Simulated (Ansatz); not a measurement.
Start from Pb in the fcc (Cu type) structure (space group Fm-3m, No. 225; a = 4.9341 Å; relaxed with 0.1 eV smearing). Axes: x, y, z lie along the cube axes.

Computed with PBEsol/PAW in Ansatz (a first-principles code), no spin-orbit coupling.

For the base:

Band gap: zero

Perturbation: uniaxial strain ε_zz = +3.00 %, all other strain components held at zero; the atoms relax in the strained cell.

Task: Predict the new stress.

Result: The stress (xx, yy, zz, yz, xz, xy; compression positive) is (-1.2, -1.2, -1.5, 0.0, 0.0, 0.0) GPa.

Task: How does this affect the band gap?

Result: The band gap remains zero.

Whether these cells are dynamically stable was not tested.
